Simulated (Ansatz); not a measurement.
Base system: BP in the zinc blende structure (space group F-43m, No. 216; a = 4.4905 Å). Axes: x, y, z lie along the cube axes.

Method: plane-wave PAW DFT at the LDA level (Ansatz, a program for electronic structure, 420 eV), without spin-orbit coupling.

Strains are applied to the cell and any free atomic positions relax.

One change was made to it. Results:

| quantity | base | after |
|---|---|---|
| valence-band top at Γ (three highest levels, from the VBM) | 0.00, 0.00, 0.00 eV | 0.00, -0.18, -0.32 eV |
| smallest direct gap | 3.43 eV | 2.98 eV |
| energy relative to the base (free energy F) | 0 meV/atom | +8.0 meV/atom |

Name the change that was made.
(A) tensor shear ε_xy = +0.86 %
(B) tensor shear ε_xy = +0.57 %
(C) tensor shear ε_xy = +1.71 %
(D) tensor shear ε_xy = +1.43 %

C, tensor shear ε_xy = +1.71 %. For comparison, the valence-band top at Γ in the other runs: tensor shear ε_xy = +0.86 % gives 0.00, -0.09, -0.16 eV; tensor shear ε_xy = +1.43 % gives 0.00, -0.15, -0.27 eV; tensor shear ε_xy = +0.57 % gives 0.00, -0.06, -0.11 eV.

Semilocal Kohn–Sham gaps tend to fall short of experiment. No phonon test of stability was made.
